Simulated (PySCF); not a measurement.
PySCF 2.14.0, TPSSH/def2-svp, df: Te(OMe)(SMe) (CO[Te]SC), 11 atoms. The geometry is a generated start, not checked to be a minimum at this level.

- task: energy
- method: tpssh
- basis: def2-svp
- two-electron scheme: density fitting
- mol.max_memory: 3000 MB
- mf.max_cycle: 100
- mf.conv_tol: 1e-09 (default)
- mf.grids.level: 3 (default)
- effective core potentials: those of the basis set, past Kr
- basis functions: 116
- grid points: 142008

```xyz
11

Te     0.6316    -0.4234     1.5692
O     -0.7261     0.7765     0.6234
C     -2.0533     0.7170     1.0461
H     -2.1670     1.0398     2.0839
H     -2.6030     1.4017     0.3988
H     -2.4795    -0.2849     0.9413
S      2.3152     0.1789     0.0495
C      1.8302    -0.7306    -1.4599
H      1.7102    -1.7870    -1.2357
H      2.6313    -0.5851    -2.1761
H      0.9104    -0.3029    -1.8405
```

With the defaults (mf.DIIS = CDIIS, mf.diis = true, mf.diis_space = 8, mf.level_shift = 0, mf.diis_damp = 0, mf.init_guess = minao, mf.damp = 0, mf.diis_start_cycle = 1) it converges in 17 Fock builds. One run each on 2 threads, 1 BLAS thread, with these changes:
- mf.diis_space = 12
- mf.level_shift = 0.1 Hartree
- mf.diis = false
- mf.diis_damp = 0.3
- mf.init_guess = 1e
- mf.damp = 0.7, mf.diis_start_cycle = 8
- mf.diis_space = 5
- mf.level_shift = 1 Hartree
- mf.DIIS = EDIIS

Which of these changes keep the SCF from converging, or lead it to another solution?

No convergence: mf.DIIS = EDIIS; mf.diis = false (the run ends without SCF convergence in 100 cycles). The rest reach the solution of the defaults.

```tsv
setting	Fock builds	end
mf.diis_damp = 0.3	14	same solution
mf.diis_space = 12	16	same solution
the defaults	17	same solution
mf.level_shift = 0.1 Hartree	17	same solution
mf.damp = 0.7, mf.diis_start_cycle = 8	17	same solution
mf.diis_space = 5	19	same solution
mf.init_guess = 1e	20	same solution
mf.level_shift = 1 Hartree	60	same solution
mf.DIIS = EDIIS	101	no convergence
mf.diis = false	101	no convergence
```
